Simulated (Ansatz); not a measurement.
An Ansatz (a first-principles code) input (Kohn–Sham DFT with the r2SCAN functional, run in Ansatz with PAW and 500 eV plane waves, spin-orbit coupling left out):

Ansatz 0.2 input:
```yaml
crystal:
  lattice:
    - [-2.7717274496, 2.7717274496, 5.3081350074]
    - [2.7717274496, -2.7717274496, 5.3081350074]
    - [2.7717274496, 2.7717274496, -5.3081350074]
  atoms:
    - { symbol: Sb, position: [0.5, 0.5, 0] }
    - { symbol: B, position: [0, 0, 0] }
    - { symbol: Sb, position: [0.25, 0.75, 0.5] }
    - { symbol: B, position: [0.75, 0.25, 0.5] }
    - { symbol: Ga, position: [0.875, 0.2750608618, 0.9000608618] }
    - { symbol: Ga, position: [0.375, 0.9749391382, 0.0999391382] }
    - { symbol: Ga, position: [0.7249391382, 0.625, 0.5999391382] }
    - { symbol: Ga, position: [0.0250608618, 0.125, 0.4000608618] }
basis: { ecutwfc: 500, ecutrho_ratio: 4, xc_grid: 4, fft_grid_basis: typed }
kpoints: { mp_grid: { grid: [12, 12, 12] } }
hamiltonian:
  xc: r2scan
  dispersion: none
  pseudopotentials: { kind: paw }
scf: { occupations: { method: fermi_dirac, width: 0.05 }, convergence: { dr2_threshold: 0.0000000008 } }
output: { forces: true, stress: true }
checkpoint: { write: state.ck, write_every: 1000 }
```

Problem. Which symmetry and how many k-points will the program report, and about how many plane waves at Γ?

Solution. Space group I-42d (ITA 122) with 8 operations, k-points 163 of 1728, and 4099 plane waves at Γ.

Each cell is one ordered arrangement of few atoms, which overstates ordering effects compared with a random alloy. Whether these cells are dynamically stable was not tested. All final runs are without spin polarisation. The cell was made from GaSb by this change: x(B) = 0.5, 8 atoms, I-42d.
